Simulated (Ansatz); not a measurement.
Data:

```yaml
crystal:
  lattice:
    - [2.47654, 1.42983, 4.50585]
    - [-2.47654, 1.42983, 4.50585]
    - [0.00000, -2.85967, 4.50585]
  atoms:
    - { symbol: Al, position: [0.64767, 0.64767, 0.64767] }
    - { symbol: Al, position: [0.14767, 0.14767, 0.14767] }
    - { symbol: Al, position: [0.35233, 0.35233, 0.35233] }
    - { symbol: Al, position: [0.85233, 0.85233, 0.85233] }
    - { symbol: O, position: [0.75000, 0.44474, 0.05526] }
    - { symbol: O, position: [0.05526, 0.75000, 0.44474] }
    - { symbol: O, position: [0.25000, 0.55526, 0.94474] }
    - { symbol: O, position: [0.55526, 0.94474, 0.25000] }
    - { symbol: O, position: [0.94474, 0.25000, 0.55526] }
    - { symbol: O, position: [0.44474, 0.05526, 0.75000] }
```

No spin polarisation.

Level of theory: PBE/PAW in Ansatz (a program for electronic structure), no SOC. Γ-centred 8×8×8 mesh, Fermi–Dirac width 0.05 eV.

**Question.** Estimate the band gap.

**Answer.** 4.78 eV.

**Question.** Estimate the electron mass.

**Answer.** 0.33 mₑ (at Γ).

**Question.** What pressure (mean of the normal stresses, compression positive) does the calculation give?

**Answer.** -17.07 GPa.

**Question.** What width of the top valence band does the calculation give?

**Answer.** 0.52 eV.

The cells carry an imposed strain or load. Masses are band curvatures over ±0.01 Å⁻¹ around the edge. Whether these cells are dynamically stable was not tested. The cell was made from Al2O3 in the corundum structure (space group R-3c, No. 167) by this change: isotropic strain +3.00 %.
